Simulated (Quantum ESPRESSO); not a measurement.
What a tighter setting buys: ecutwfc, Mg14CdSi (P-6m2, 16 atoms in the cell)

Cell: a = 6.2911 Å, b = 6.2911 Å, c = 10.3756 Å, α = 90.00°, β = 90.00°, γ = 120.00°.

Method of the run: LDA (PZ), GBRV 1.5 ultrasoft (LDA) pseudopotentials (plane waves; Quantum ESPRESSO 7.5).

Base settings: ecutwfc = 40 Ry; ecutrho = 200 Ry; occupations = smearing; smearing = fd; degauss = 0.0036749 Ry; potentials = {Mg: mg_lda_v1.4.uspp.F.UPF, Cd: cd_lda_v1.uspp.F.UPF, Si: si_lda_v1.uspp.F.UPF}; K_POINTS = automatic 6 6 3 0 0 0; conv_thr = 1e-09 Ry; mixing_beta = 0.3.

Misses are taken against the tightest run, 70 Ry (ecutrho: 200 Ry → 350 Ry), which need not be fully converged itself. The energy is the free energy per atom.

The count of work is k-points × plane waves × bands × iterations; it is no time, and leaves out set-up, grids and terms that scale otherwise. Core times come from one kind of shared machine and are given to one figure; runs under 30 s give none.

The starting cell comes from a database of computed structures (which also holds hypothetical and non-ambient phases and stackings), without a prior relaxation at this level. Its lattice was rescaled by a random factor within 2.5 % of one. In the base run, with a pressure of about -3 GPa the cell is away from its equilibrium volume at this level.

| ecutwfc | energy less reference (meV/atom) | pressure less reference (GPa) | largest difference in the force on any atom (eV/Å) | count of work / reference | core time / reference (rough) |
|---|---|---|---|---|---|
| 16 Ry (ecutrho: 200 Ry → 80 Ry) | 21578.90 | -561.17 | 0.148 | 0.11 | 0.07 |
| 20 Ry (ecutrho: 200 Ry → 100 Ry) | 5571.50 | -184.79 | 0.011 | 0.14 | 0.10 |
| 24 Ry (ecutrho: 200 Ry → 120 Ry) | 1352.30 | -57.29 | 0.007 | 0.19 | 0.1 |
| 28 Ry (ecutrho: 200 Ry → 140 Ry) | 289.64 | -15.76 | 0.002 | 0.25 | 0.2 |
| 32 Ry (ecutrho: 200 Ry → 160 Ry) | 54.24 | -3.43 | 0.000 | 0.31 | 0.3 |
| 36 Ry (ecutrho: 200 Ry → 180 Ry) | 14.24 | -0.42 | 0.000 | 0.37 | 0.3 |
| 40 Ry | 10.43 | 0.04 | 0.000 | 0.43 | 0.2 |
| 46 Ry (ecutrho: 200 Ry → 230 Ry) | 8.87 | -0.03 | 0.000 | 0.53 | 0.7 |
| 52 Ry (ecutrho: 200 Ry → 260 Ry) | 5.99 | -0.05 | 0.000 | 0.64 | 0.6 |
| 60 Ry (ecutrho: 200 Ry → 300 Ry) | 2.77 | -0.03 | 0.000 | 0.79 | 0.8 |
| 70 Ry (ecutrho: 200 Ry → 350 Ry) | 0.00 | 0.00 | 0.000 | 1.0 | 1 |

Coarsest setting among those run that, with all tighter ones, holds the energy within 20 meV/atom of the reference: 36 Ry (ecutrho: 200 Ry → 180 Ry), off by 14 meV/atom; it needs 0.37 of the reference's count of work and about 0.3 of the reference's time.

The step from 16 Ry (ecutrho: 200 Ry → 80 Ry) to 36 Ry (ecutrho: 200 Ry → 180 Ry): it takes the miss in the energy from 22000 to 14 meV/atom, for 3.4 times the count of work and roughly 4 times the time.
